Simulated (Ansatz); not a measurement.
A (6,0) GaN nanotube has 24 atoms in a period of 5.496 Å, a mean diameter of 6.32 Å, and lies 110 meV/atom over the flat sheet relaxed at the same level.

All values below come from PBE (plane waves to 420 eV, PAW; Ansatz, an electronic-structure program). Mesh 1×1×6. No spin polarisation. Isolated but for its images some 11 Å away. A hypothetical model, rolled from the flat sheet. Only distortions within the start's symmetry and period were free.

**Question.** Which bending rigidity of the sheet does this imply in the thin-plate picture?

**Answer.** A plate bent to radius R stores D/(2R²) an area. The area an atom is π × 6.32 × 5.496/24 = 4.55 Å², so the stored energy is 0.110/4.55 = 0.0242 eV/Å². With R = 3.160 Å, D = 2R² × 0.0242 = 0.48 eV.
